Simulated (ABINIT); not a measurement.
# Input and output of a self-consistent single point for KI (Fm-3m, 2 atoms in the cell) (ABINIT)

Level of theory: LDA (PW92), PAW (JTH v2.0 LDA PAW) (plane waves; ABINIT).

Input as run:

```
# KI, JTH v2.0 LDA PAW
pp_dirpath "./"
pseudos "K.LDA_PW-JTH.xml, I.LDA_PW-JTH.xml"
acell 9.3999677533 9.3999677533 9.3999677533
rprim
         0.0000000000    0.7071067812    0.7071067812
         0.7071067812   -0.0000000000    0.7071067812
         0.7071067812    0.7071067812    0.0000000000
natom 2
ntypat 2
znucl 19 53
typat 1 2
xred
         0.0000000000    0.0000000000    0.0000000000
         0.5000000000    0.5000000000    0.5000000000
ecut 21
pawecutdg 42
pawxcdev 0
ixc 7
occopt 3
tsmear 0.00183747
nband 13
kptopt 1
ngkpt 4 4 4
nshiftk 1
shiftk 0 0 0
nstep 50
tolvrs 1.0e-10
prtwf 0
prtden 0
enunit 1
```

Output, abridged:

```
 Symmetries : space group Fm -3 m (#225); Bravais cF (face-center cubic)

 -outvars: echo values of preprocessed input variables --------
            acell      9.3999677533E+00  9.3999677533E+00  9.3999677533E+00 Bohr
             ecut      2.10000000E+01 Hartree
           enunit           1
              ixc           7
         kptrlatt        4    0    0      0    4    0      0    0    4
          kptrlen      3.75998710E+01
            natom           2
            nband          13
            ngfft          40      40      40
          ngfftdg          60      60      60
             nkpt           8
            nstep          50
             nsym          48
           ntypat           2
           occopt           3
        pawecutdg      4.20000000E+01 Hartree
         pawxcdev           0
            rprim      0.0000000000E+00  7.0710678120E-01  7.0710678120E-01
                       7.0710678120E-01 -0.0000000000E+00  7.0710678120E-01
                       7.0710678120E-01  7.0710678120E-01  0.0000000000E+00
          spgroup         225
           tolvrs      1.00000000E-10
           tsmear      1.83747000E-03 Hartree
            typat      1  2
           useylm           1
             xred      0.0000000000E+00  0.0000000000E+00  0.0000000000E+00
                       5.0000000000E-01  5.0000000000E-01  5.0000000000E-01
            znucl       19.00000   53.00000

== DATASET  1 ==================================================================

 Exchange-correlation functional for the present dataset will be:
  LDA: Perdew-Wang 92 LSD fit to Ceperley-Alder data - ixc=7
 Citation for XC functional:
  J.P.Perdew and Y.Wang, PRB 45, 13244 (1992)

 Real(R)+Recip(G) space primitive vectors, cartesian coordinates (Bohr,Bohr^-1):
 R(1)=  0.0000000  6.6467809  6.6467809  G(1)= -0.0752244  0.0752244  0.0752244
 R(2)=  6.6467809  0.0000000  6.6467809  G(2)=  0.0752244 -0.0752244  0.0752244
 R(3)=  6.6467809  6.6467809  0.0000000  G(3)=  0.0752244  0.0752244 -0.0752244
 Unit cell volume ucvol=  5.8730553E+02 bohr^3
 Angles (23,13,12)=  6.00000000E+01  6.00000000E+01  6.00000000E+01 degrees

 Coarse grid specifications (used for wave-functions):

 getcut: wavevector=  0.0000  0.0000  0.0000  ngfft=  40  40  40
         ecut(hartree)=     21.000   => boxcut(ratio)=   2.06281

 Fine grid specifications (used for densities):

 getcut: wavevector=  0.0000  0.0000  0.0000  ngfft=  60  60  60
         ecut(hartree)=     42.000   => boxcut(ratio)=   2.18794

   1.51500910E+03                                ecore*ucvol(ha*bohr**3)

_setup2: Arith. and geom. avg. npw (full set) are    2696.484    2696.465

--- !BeginCycle
solver: {iscf: 17, nstep: 50, nline: 4, wfoptalg: 10, }
tolerances: {tolvrs: 1.00E-10, }
...

     iter   Etot(hartree)      deltaE(h)  residm     nres2
 ETOT  1  -40.366385645780    -4.037E+01 6.778E-02 2.777E+00
 ETOT  2  -40.446844912202    -8.046E-02 5.655E-03 1.536E+00
 ETOT  3  -40.444487685425     2.357E-03 2.820E-04 4.082E-01
 ETOT  4  -40.443896598529     5.911E-04 1.669E-04 3.778E-02
 ETOT  5  -40.443876955572     1.964E-05 1.539E-04 1.525E-02
 ETOT  6  -40.443859199950     1.776E-05 5.350E-05 6.334E-04
   [... 7 lines left out ...]
 ETOT 14  -40.443859675422    -1.399E-10 5.887E-07 5.124E-08
 ETOT 15  -40.443859675360     6.256E-11 5.011E-07 1.479E-09
 ETOT 16  -40.443859675364    -4.448E-12 1.883E-07 2.390E-09
 ETOT 17  -40.443859675362     2.743E-12 1.589E-07 4.581E-10
 ETOT 18  -40.443859675362    -5.187E-13 6.021E-08 9.481E-11

 At SCF step   18       nres2   =  9.48E-11 < tolvrs=  1.00E-10 =>converged.

 Cartesian components of stress tensor (hartree/bohr^3)
  sigma(1 1)=  3.91302600E-05  sigma(3 2)=  0.00000000E+00
  sigma(2 2)=  3.91302600E-05  sigma(3 1)=  0.00000000E+00
  sigma(3 3)=  3.91302600E-05  sigma(2 1)=  0.00000000E+00

 ----iterations are completed or convergence reached----

 reduced coordinates (array xred) for    2 atoms
       0.000000000000      0.000000000000      0.000000000000
       0.500000000000      0.500000000000      0.500000000000
 cartesian forces (eV/Angstrom) at end:
    1     -0.00000000000000    -0.00000000000000    -0.00000000000000
    2     -0.00000000000000    -0.00000000000000    -0.00000000000000
 frms,max,avg= 0.0000000E+00 0.0000000E+00   0.000E+00  0.000E+00  0.000E+00 e/A
 length scales=  9.399967753300  9.399967753300  9.399967753300 bohr
              =  4.974248696527  4.974248696527  4.974248696527 angstroms
 Fermi (or HOMO) energy (eV) =  -1.70200   Average Vxc (eV)=  -7.69241
 Eigenvalues (   eV  ) for nkpt=   8  k points:
 kpt#   1, nband= 13, wtk=  0.01563, kpt=  0.0000  0.0000  0.0000 (reduced coord)
 -31.36742  -15.05210  -15.05210  -15.05210  -13.84424   -3.20594   -3.20594   -3.20594
   0.42504    3.08115    3.08115    3.08115    3.85521
 prteigrs : prtvol=0 or 1, do not print more k-points.

--- !EnergyTerms
comment             : Components of total free energy in Hartree
kinetic             :  1.16284357343628E+01
hartree             :  9.65798128134375E+00
xc                  : -8.14561444785006E+00
Ewald energy        : -2.75824650905724E+01
psp_core            :  2.57959275739655E+00
local_psp           : -3.12771747712730E+01
spherical_terms     :  2.69538798717794E+00
internal            : -4.04438565494144E+01
'-kT*entropy'       :  1.25439546998136E-15
total_energy        : -4.04438565494144E+01
total_energy_eV     : -1.10053330534489E+03
...

-Cartesian components of stress tensor (GPa)         [Pressure= -1.1513E+00 GPa]
- sigma(1 1)=  1.15125180E+00  sigma(3 2)=  0.00000000E+00
- sigma(2 2)=  1.15125180E+00  sigma(3 1)=  0.00000000E+00
- sigma(3 3)=  1.15125180E+00  sigma(2 1)=  0.00000000E+00

 Calculation completed.
```

The run converged in 18 iterations.

The starting cell has typed, rounded lattice constants, without a prior relaxation at this level. Its lattice was rescaled by up to half a per cent.
